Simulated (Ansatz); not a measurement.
Given:

Host crystal: rock-salt LiF, with a band gap (PBE, scalar-relativistic without spin-orbit coupling).

End structure of O on the 1x1 (100) surface of rock-salt LiF (cut with top plane F + Li), one in a 2x2 cell, started at the site 'top F':

```yaml
crystal:
  lattice:
    - [5.75335, 0.00000, 0.00000]
    - [0.00000, 5.75335, 0.00000]
    - [0.00000, 0.00000, 25.50000]
  atoms:
    - { symbol: F, position: [0.00000, 0.00000, 0.37951] }
    - { symbol: F, position: [0.00000, 0.50000, 0.37951] }
    - { symbol: F, position: [0.50000, 0.00000, 0.37951] }
    - { symbol: F, position: [0.50000, 0.50000, 0.37951] }
    - { symbol: Li, position: [0.25000, 0.25000, 0.38223] }
    - { symbol: Li, position: [0.25000, 0.75000, 0.38223] }
    - { symbol: Li, position: [0.75000, 0.25000, 0.38223] }
    - { symbol: Li, position: [0.75000, 0.75000, 0.38223] }
    - { symbol: F, position: [0.25000, 0.25000, 0.46025] }
    - { symbol: F, position: [0.25000, 0.75000, 0.46025] }
    - { symbol: F, position: [0.75000, 0.25000, 0.46025] }
    - { symbol: F, position: [0.75000, 0.75000, 0.46025] }
    - { symbol: Li, position: [0.00000, 0.00000, 0.45970] }
    - { symbol: Li, position: [0.00000, 0.50000, 0.45970] }
    - { symbol: Li, position: [0.50000, 0.00000, 0.45970] }
    - { symbol: Li, position: [0.50000, 0.50000, 0.45970] }
    - { symbol: F, position: [0.99961, 0.99961, 0.54067] }
    - { symbol: F, position: [0.99961, 0.50039, 0.54067] }
    - { symbol: F, position: [0.50039, 0.99961, 0.54067] }
    - { symbol: F, position: [0.50039, 0.50039, 0.54067] }
    - { symbol: Li, position: [0.25000, 0.25000, 0.53376] }
    - { symbol: Li, position: [0.25000, 0.75000, 0.54316] }
    - { symbol: Li, position: [0.75000, 0.25000, 0.54316] }
    - { symbol: Li, position: [0.75000, 0.75000, 0.54046] }
    - { symbol: F, position: [0.25000, 0.25000, 0.61147] }
    - { symbol: F, position: [0.25000, 0.75000, 0.62242] }
    - { symbol: F, position: [0.75000, 0.25000, 0.62242] }
    - { symbol: F, position: [0.75000, 0.75000, 0.62589] }
    - { symbol: Li, position: [0.99274, 0.99274, 0.62624] }
    - { symbol: Li, position: [0.99274, 0.50726, 0.62624] }
    - { symbol: Li, position: [0.50726, 0.99274, 0.62624] }
    - { symbol: Li, position: [0.50726, 0.50726, 0.62624] }
    - { symbol: O, position: [0.25000, 0.25000, 0.67114] }
```

Set-up: 33 atoms, 6.1 Å thick at the start under the adsorbate (thin: gaps and levels are the slab's own); mesh 3x3x1; 0.01 eV smearing; dipole correction on; single point; on the structure that PBE left under its start's symmetry; spin-polarised, no spin-orbit, no U, no dispersion correction. The starting moment vanished. The program's check for a lower electronic state was not made. It is one chosen start, not shown to be the lowest state of the adsorbate.

A negative adsorption energy means that the adsorbate is more stable on the surface than in its reference.

Q: What is the computed change of the step from the bottom to the top vacuum level, against the clean slab (HSE06, at the PBE geometry and the start's symmetry in Ansatz, a quantum-chemistry and plane-wave program)?

A: 0.57 eV

Q: Predict the adsorption energy against ½ O2(g) at the same level from HSE06, at the PBE geometry and the start's symmetry.

A: 3.26 eV
